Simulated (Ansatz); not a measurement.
Consider ZrSe2 in the fluorite structure (space group Fm-3m, No. 225; a = 6.597 Å; a hypothetical phase, not in the database extracts checked).

(Cell as relaxed with PBE.)

Levels (all Ansatz, an electronic-structure program, PAW): PBE (420 eV, without spin-orbit coupling); PBEsol (420 eV, no SOC).

Each level relaxes its own structure.

| quantity | PBE | PBEsol |
|---|---|---|
| volume per atom | 23.92 Å³ | ___ |
| lattice parameter a | 6.597 Å | ___ |
| band gap | zero | ___ |

### Question
Given the PBE results, estimate those of PBEsol.

### Answer

- volume per atom, PBEsol: 22.96 Å³
- lattice parameter a, PBEsol: 6.508 Å
- band gap, PBEsol: zero

PBE's volume per atom lies 0.96 Å³ above PBEsol's (4.2 %); PBE's lattice parameter a lies 0.089 Å above PBEsol's (1.4 %); the two agree on the band gap. Neither level is exact; PBEsol is the comparison here, not a measurement.

Whether these cells are dynamically stable was not tested. All final runs are without spin polarisation.
